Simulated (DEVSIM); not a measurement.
Structure: illuminated Si n-on-p cell, one wavelength, with a back-surface field, at 250 K.

| layer (left to right) | material | thickness (μm) | Nd (cm⁻³) | Na (cm⁻³) | τn (s) | τp (s) | absorption coefficient (cm⁻¹) |
|---|---|---|---|---|---|---|---|
| 1 | Si | 0.0720 | 5.9e18 | - | 4.2e-7 | 4e-8 | 27000 |
| 2 | Si | 35.0 | - | 3.5e16 | 2.1e-6 | 2.1e-6 | 27000 |
| 3 | Si | 0.550 | - | 1.3e18 | 2.1e-6 | 2.1e-6 | 27000 |

Left contact: ohmic, minority hole recombination velocity 9000 cm/s. Right contact: ohmic, minority electron recombination velocity 2e6 cm/s. Voltage is applied to the left contact. Recombination: SRH at mid-gap, radiative, Auger. Light enters at the left, 5.2e16 photons cm⁻² s⁻¹, one pass, no reflection. Mobility is μmin + (μ − μmin)/(1 + (N/Nref)^α).

The device is made up for the run: typed textbook-type constants, with dimensions and the other settings drawn at random. Values at 300 K; Nc and Nv go as T^1.5, mobilities as T to minus their exponent, the gap by Varshni's rule with the affinity fixed.

```tsv
parameter	Si
gap (eV)	1.124
affinity (eV)	4.05
permittivity	11.7
Nc (cm⁻³)	2.86e19
Nv (cm⁻³)	3.1e19
μn (cm²/Vs)	1417
μp (cm²/Vs)	470
μn,min	52
μp,min	45
Nref,n	9.7e16
Nref,p	2.2e17
αn	0.68
αp	0.72
T exponent of μn	2.3
T exponent of μp	2.2
B (cm³/s)	4.7e-15
Cn (cm⁶/s)	2.8e-31
Cp (cm⁶/s)	9.9e-32
Varshni α (eV/K)	0.000473
Varshni β (K)	636
```

Model (solved in DEVSIM): 1D drift-diffusion, Boltzmann statistics, complete ionisation; no tunnelling, impact ionisation, image-force lowering or self-heating.

The minority lifetime in layer 2 was swept, all else fixed.

| minority lifetime in layer 2 (s) | fill factor | open-circuit voltage (V) | short-circuit current (mA/cm²) | dark forward voltage at 1 A/cm² (V) |
|---|---|---|---|---|
| 6.3e-8 | 0.85 | 0.649 | 8.19 | 0.757 |
| 2.1e-7 | 0.86 | 0.664 | 8.25 | 0.771 |
| 6.3e-7 | 0.86 | 0.677 | 8.27 | 0.783 |
| 2.1e-6 | 0.86 | 0.688 | 8.28 | 0.792 |
| 6.3e-6 | 0.86 | 0.693 | 8.29 | 0.797 |
| 2.1e-5 | 0.86 | 0.695 | 8.29 | 0.799 |
| 6.3e-5 | 0.86 | 0.696 | 8.29 | 0.800 |

From the first row to the last the fill factor goes from 0.85 to 0.86. From the first row to the last the open-circuit voltage goes from 0.649 to 0.696.
